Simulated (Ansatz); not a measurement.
The starting structures come from a database of crystals and need not be the phases stable at ambient conditions.

Inside the gap of an insulator the Bloch states are evanescent, with a wavenumber k + iκ along the transport direction.

Given:

```
SnCl6H8N2
1.0
    7.16733     0.00000     0.00000
    0.00000     7.16733     0.00000
    3.58367    -3.58367     5.06807
Sn H N Cl
1 8 2 6
Direct
  0.00000   0.00000   0.00000
  0.19127   0.19127   0.61746
  0.80873   0.80873   0.38254
  0.80873   0.80873   0.61746
  0.19127   0.19127   0.38254
  0.19127   0.42619   0.61746
  0.80873   0.57381   0.38254
  0.57381   0.80873   0.61746
  0.42619   0.19127   0.38254
  0.25000   0.25000   0.50000
  0.75000   0.75000   0.50000
  0.24247   0.75753   0.51505
  0.75753   0.24247   0.48495
  0.75753   0.75753   0.00000
  0.24247   0.24247   0.00000
  0.24247   0.75753   0.00000
  0.75753   0.24247   0.00000
```

The cell was relaxed by PBE-D3(BJ); by r2SCAN it stands under a pressure of -0.8 GPa.

Transport runs along the normal of the first two printed cell vectors, the (001) plane of the conventional cell.

The gap is the functional's own, uncorrected, and κ follows it; spin-orbit coupling is left out. Mid-gap means the computed energy nearest the middle.

### Question
State the band gap and the smallest decay constant κ at mid-gap according to r2SCAN run with Ansatz (a first-principles code).

### Answer
Gap 2.92 eV on a 6×6×6 mesh; κ = 0.340 1/Å, at the zone centre.
